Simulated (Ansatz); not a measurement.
Candidates (primitive cells; geometry: cell and atoms relaxed with PBEsol):
A. Si (Fd-3m), a = b = c = 3.842 Å, α = β = γ = 60.00°
B. GaP (F-43m), a = b = c = 3.846 Å, α = β = γ = 60.00°
C. BN (F-43m), a = b = c = 2.5492 Å, α = β = γ = 60.00°
D. MgO (Fm-3m), a = 2.9804 Å, b = 2.9804 Å, c = 2.9804 Å, α = 60.00°, β = 60.00°, γ = 60.00°

Problem. Order them by hole conductivity mass (highest first) at the level PBEsol, rigid bands (Ansatz, a quantum-chemistry and plane-wave program).

Solution. D (2.3 mₑ), C (0.69 mₑ), B (0.41 mₑ), A (0.32 mₑ)

Masses are for dilute carriers at 300 K, harmonic means over directions unless an axis is named. Spin-orbit coupling is left out.
